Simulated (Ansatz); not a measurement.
The starting structures come from a database of crystals and need not be the phases stable at ambient conditions.

Crystal: LaVO₄ (I4_1/amd, not sure to be the ambient phase, 12 atoms a cell, 15.2 Å³ an atom); planes in its conventional cell.

Level of theory: r2SCAN (plane waves, PAW; Ansatz, a program for electronic structure).

The gap is the functional's own. No spin-orbit coupling. Mid-gap values are interpolated on the energy grid.

```json
[
 {"plane": "(100)", "area of the cell (Å²)": "48.9", "mid-gap κ (1/Å)": "0.53", "largest κ in the gap (1/Å)": "0.54"},
 {"plane": "(001)", "area of the cell (Å²)": "55.7", "mid-gap κ (1/Å)": "?", "largest κ in the gap (1/Å)": "?"}
]
```

Task: The slowest decay depends on the direction. Supply the withheld values.

Result: 
- (001), mid-gap κ (1/Å): 0.45
- (001), largest κ in the gap (1/Å): 0.45
